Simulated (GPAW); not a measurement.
## Pressure against volume in bcc W (space group 229) (GPAW, PBEsol)

```
CELL_PARAMETERS angstrom
     -1.53412     1.53412     1.53412
      1.53412    -1.53412     1.53412
      1.53412     1.53412    -1.53412
ATOMIC_POSITIONS crystal
  W  0.00000 0.00000 0.00000
```

Level of theory: PBEsol, GPAW PAW datasets PBEsol (made by gpaw-setup) (plane waves; GPAW). Settings: mode = pw; ecut = 585 eV; xc = PBEsol; kpts = 26 26 26; mesh shift (steps) = 0 0 0; occupations.name = fermi-dirac; occupations.width = 0.05 eV; nbands = -9; convergence.density = 1e-05 e/electron; symmetry.symmorphic = false; symmetry.tolerance = 0.0005; maxiter = 150. The cell above is the first row's. The rows scale it uniformly. In all rows the k mesh is held.

```csv
V (Å^3/atom),P (GPa)
14.442,?
14.756,22.08
15.070,13.72
15.384,6.20
15.698,-0.56
16.012,-6.65
16.326,-12.14
16.640,-17.09
16.954,-21.55
```

Fit P of the 8 rows that show it with a cubic. With u = V - 15.9, the rows have u = -1.1440, -0.8300, -0.5160, -0.2020, 0.1120, 0.4260, 0.7400, 1.0540. Least squares gives P = -4.559 - 19.0939·u + 3.2209·u² - 0.3842·u³. Residuals (row less fit): 0.005, -0.007, -0.004, 0.007, 0.008, -0.002, -0.010, 0.006; standard error 0.009 (degrees of freedom: 4). The fitted pressure is zero at V0 = 15.67, where dP/dV = -20.63, so B0 = -V0·dP/dV = 323 GPa.

**Question.** Estimate the missing P (V = 14.442); what did the run itself give?

**Answer.** u = -1.4580, so P = -4.559 - 19.0939 × (-1.4580) + 3.2209 × (-1.4580)² - 0.3842 × (-1.4580)³ = 31.318 GPa. The calculation gives 31.38 GPa, 0.062 GPa above the prediction (0.1 % of the range of P in the table). The row lies outside the fitted rows, so this is an extrapolation. From the scatter of the fitted rows alone, a prediction at this place has a standard error of 0.024 GPa, so the miss is 2.5 times that.

Carrying the step between the two nearest rows on in a straight line would have given 30.44, off by 0.94; series whose last step already gives the withheld value aren't shown. The scan was laid around a cell of about the measured size, scaled by a guess for this functional. Spin polarisation is off. Spin-orbit coupling is off. Cutoffs and mesh are single choices, not tested for convergence of this quantity. Series with a scatter that would blur these digits, or in which a gap closes, are not shown.
